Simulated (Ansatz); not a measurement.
## Ansatz run on YBeCu4 (P-6m2, 6 atoms in the cell): self-consistent single point

Level of theory: LDA (PW92), default PAW files made with PBE (plane waves; Ansatz, a quantum-chemistry and plane-wave program).

This input was run:

Ansatz 0.2 input:
```yaml
# YBeCu4
crystal:
  lattice:
    - [5.065481, 0.000000, 0.000000]
    - [-2.532741, 4.386836, 0.000000]
    - [0.000000, 0.000000, 3.874414]
  atoms:
    - { symbol: Y, position: [0.000000, 0.000000, 0.000000] }
    - { symbol: Be, position: [0.333333, 0.666667, 0.000000] }
    - { symbol: Cu, position: [0.666667, 0.333333, 0.000000] }
    - { symbol: Cu, position: [0.009250, 0.504625, 0.500000] }
    - { symbol: Cu, position: [0.495375, 0.990750, 0.500000] }
    - { symbol: Cu, position: [0.495375, 0.504625, 0.500000] }
basis:
  ecutwfc: 420.0
kpoints:
  mp_grid:
    grid: [10, 10, 11]
hamiltonian:
  xc: lda
  pseudopotentials:
    kind: paw
scf:
  occupations:
    method: fermi_dirac
    width: 0.1
output:
  forces: true
  eigenvalues: true
  stress: true
```

Output (repeated stretches shortened):

```
WARN the atoms were moved onto the symmetric positions of the space group found under crystal.symmetry.tolerance 1.0e-5 (fractional …
WARN ansatz: RAYON_NUM_THREADS=1 ignored (pool sized by the plan → 1); use --threads N
Pseudopotentials: kind: paw
Pseudopotential: Y, paw, valence charge 11
Pseudopotential: Be, paw, valence charge 2
Pseudopotential: Cu, paw, valence charge 19
Crystal: 6 atoms, lattice volume = 86.095 Å³
Basis set: ecut = 420 eV, 1711 PW (Γ)
Bands: 54, of which v1, the nominal top of the filled ones, is band 45 counted from 1 (44 counted from 0)
Symmetry: 12 space group operations
Space group: P-6m2 (ITA 187), of the structure as read, at distance tolerance 4.4e-5 Å
k-points: 84 of 1100 (time reversal used)
PAW frozen core: Y, regenerated for the run's functional, and the local potential with it
PAW frozen core: Be, regenerated for the run's functional, and the local potential with it
PAW frozen core: Cu, regenerated for the run's functional, and the local potential with it
Initial density: superposition of atomic densities (neutral atoms: chi_scale 0, normalization atom), corrected by the library's trained network
Initial wavefunctions: pseudopotential atomic-orbital guess
Eigensolver: davidson
Functional: x = slater, c = lda
SCF iter   1: F=—  HF=-30057.574889 eV  |F-HF|=—  |Δ(HF+E_count)|=         —  Δρ=1.44e-2  dr2=8.34e-2  ethr=1.77e-3  ⟨swp⟩=5.6  Hψ=16702  notcnv=0  defer=21
all-band conjugate gradients solve this SCF's bands
preconditioner: auto → Kerker (q_TF=auto, 2.743 Å⁻¹)
SCF iter   2: F=—  HF=-30057.553530 eV  |F-HF|=—  |Δ(HF+E_count)|=   2.14e-2  Δρ=3.08e-3  dr2=1.31e-2  ethr=9.38e-5  ⟨swp⟩=2.0  Hψ=7869  notcnv=0  defer=107
SCF iter   3: F=—  HF=-30057.551522 eV  |F-HF|=—  |Δ(HF+E_count)|=   2.01e-3  Δρ=2.19e-3  dr2=5.49e-3  ethr=1.47e-5  ⟨swp⟩=1.1  Hψ=4419  notcnv=0  defer=107
SCF iter   4: F=—  HF=-30057.550205 eV  |F-HF|=—  |Δ(HF+E_count)|=   1.32e-3  Δρ=7.91e-4  dr2=9.27e-4  ethr=6.17e-6  ⟨swp⟩=2.0  Hψ=5773  notcnv=0  defer=107
SCF iter   5: F=—  HF=-30057.549971 eV  |F-HF|=—  |Δ(HF+E_count)|=   2.33e-4  Δρ=3.15e-4  dr2=7.48e-5  ethr=1.04e-6  ⟨swp⟩=2.0  Hψ=6488  notcnv=0  defer=107
SCF iter   6: F=—  HF=-30057.549956 eV  |F-HF|=—  |Δ(HF+E_count)|=   1.57e-5  Δρ=5.22e-5  dr2=3.21e-6  ethr=8.41e-8  ⟨swp⟩=2.0  Hψ=6723  notcnv=0  defer=107
SCF iter   7: F=—  HF=-30057.549956 eV  |F-HF|=—  |Δ(HF+E_count)|=   2.78e-7  Δρ=2.18e-5  dr2=6.70e-7  ethr=3.61e-9  ⟨swp⟩=2.0  Hψ=6376  notcnv=0  defer=107
SCF iter   8: F=-30057.549956 eV  HF=-30057.549956 eV  |F-HF|=3.90e-8  |Δ(HF+E_count)|=   8.84e-8  Δρ=6.28e-6  dr2=5.45e-8  ethr=1.12e-10  ⟨swp⟩=7.3  Hψ=18023  notcnv=0
SCF 1 converged in 8 iterations: F = -30057.549956 eV  dr2 = 5.45e-8
SCF converged after 8 iterations
Free energy (F): -30057.549956 eV
Harris-Foulkes:  -30057.549956 eV  (|F-HF|=3.90e-8)
Internal energy: -30057.434860 eV  (E = F + TS)
E sigma→0 (E₀):  -30057.492408 eV
Entropy (-TS):   -0.115096 eV (-19.183 meV/atom)
Fermi energy:    13.236384 eV
--- Per-component energies (eV) ---
  E_band       = -1773.729240
  E_kinetic    = 1525.109129
  E_local      = -21011.749416  (includes V_loc(G=0)·N_el)
  E_nonlocal   = 1621.776800
  E_hartree    = 9310.103101
  E_xc         = -548.500436
  E_vxc        = -682.677059  (∫ρ·V_xc dr)
  E_paw        = -9141.434270  (= ΣΔE_a)
  E_vpaw       = -1846.391441  (= ΣTr[D̂ρ^β])
  E_aug_tail   = 0.000955  (compensation charges beyond the density's cutoff)
  E_ewald      = -11814.899236
  E_core_change = 2.158513  (= ΣΔE_core)
  E_smearing   = -0.115096  (= −TS)
  E_closure    = -0.000000  (closes the sum)
  Σ components = -30057.549956   (vs F -30057.549956, Δ=0.00e0)
--- Forces (eV/Å), atoms counted from 1 ---
  atom   1  Y      0.00000000     0.00000000     0.00000000
  atom   2  Be     0.00000000     0.00000000     0.00000000
  atom   3  Cu    -0.00000000    -0.00000000     0.00000000
  atom   4  Cu    -0.04101676    -0.02368104     0.00000000
  atom   5  Cu    -0.00000000     0.04736207     0.00000000
  atom   6  Cu     0.04101676    -0.02368103     0.00000000
  max |Σ_I F_I| component: 1.39e-17 eV/Å
--- Stress (GPa, compression-positive) ---
       -8.687985      -0.000000       0.000000
       -0.000000      -8.687985       0.000000
        0.000000       0.000000      -9.625750
  P = ⅓ Tr σ = -9.0006 GPa (-90.006 kbar)
  The stress holds the Pulay correction. Without it, at fixed plane waves, as pw.x and ABINIT print it: P = -9.0542 GPa
--- Band table (eV; the first three rows and the last of 84) ---
  k-point 0: bands = ["-98.8311", "-98.8129", "-98.8079", "-98.8079", "-56.6878", "-56.6674", "-56.6447", "-56.6447", "-56.6308", "-56.6308", "-56.6161", "-56.6161", "-56.5940", "-56.5798", "-56.5724", "-56.5724", "-29.2624", "-9.3153", "-9.3153", [...]
  k-point 1: bands = ["-98.8309", "-98.8131", "-98.8079", "-98.8079", "-56.6893", "-56.6649", "-56.6470", "-56.6470", "-56.6294", "-56.6294", "-56.6150", "-56.6150", "-56.5949", "-56.5798", "-56.5725", "-56.5725", "-29.2617", "-9.3141", "-9.3141", [...]
  k-point 2: bands = ["-98.8302", "-98.8138", "-98.8079", "-98.8079", "-56.6924", "-56.6592", "-56.6515", "-56.6515", "-56.6275", "-56.6275", "-56.6119", "-56.6119", "-56.5976", "-56.5798", "-56.5730", "-56.5730", "-29.2599", "-9.3110", "-9.3110", [...]
  k-point 83: bands = ["-98.8274", "-98.8140", "-98.8105", "-98.8079", "-56.6754", "-56.6641", "-56.6610", "-56.6412", "-56.6337", "-56.6133", "-56.6066", "-56.6051", "-56.6026", "-56.5901", "-56.5859", "-56.5784", "-29.2538", "-9.4073", "-9.3128", [...]
```

The run converged in 8 iterations.

The starting cell comes from a database of computed structures (which also holds hypothetical and non-ambient phases and stackings), without a prior relaxation at this level. Its lattice was rescaled by a random factor within 2.5 % of one. Spin polarisation is off. With a pressure of about -9 GPa the cell is away from its equilibrium volume at this level. Ansatz's pressure includes its estimate of the finite-basis (Pulay) stress.

Cost on one core of a shared machine: roughly 30 s.
